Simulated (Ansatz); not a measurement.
Cost and result by functional for the surface energy of the (21-31) surface of hcp Zr in its 1x1 cell, outermost plane spacing 0.17 Å in the ideal cut, in Ansatz (plane waves, PAW). Single points on the PBE structure, on one kind of machine; costs are rough ratios of the slab run's core time (references not counted) to the cheapest single point. r2SCAN's cost holds its higher cutoff (500 against 420 eV). Differences are taken against r2SCAN for comparison alone: no measured value is at hand, so the table doesn't rank accuracy.

Model: 22-atom slab, 10.5 Å thick at the start, 7x5x1 mesh, Fermi-Dirac 0.1 eV, dipole correction, all atoms relaxed; held to the start's symmetry, so lower structures may exist; no spin, no spin-orbit, no U. These notes are the PBE run's.

```json
[
 {"functional": "PBEsol", "relative cost": "1", "surface energy (J/m²)": "1.86", "less r2SCAN (J/m²)": "0.05"},
 {"functional": "LDA", "relative cost": "1", "surface energy (J/m²)": "1.92", "less r2SCAN (J/m²)": "0.11"},
 {"functional": "RPBE", "relative cost": "1", "surface energy (J/m²)": "1.57", "less r2SCAN (J/m²)": "-0.24"},
 {"functional": "r2SCAN", "relative cost": "2", "surface energy (J/m²)": "1.81", "less r2SCAN (J/m²)": "0.00"},
 {"functional": "PBE (the relaxed run's value)", "relative cost": "–", "surface energy (J/m²)": "1.69", "less r2SCAN (J/m²)": "-0.12"}
]
```

The values span 0.35 J/m², while the single points' costs differ by a factor of roughly 2. Differences are of unrounded values.

Ansatz is a program for electronic structure.
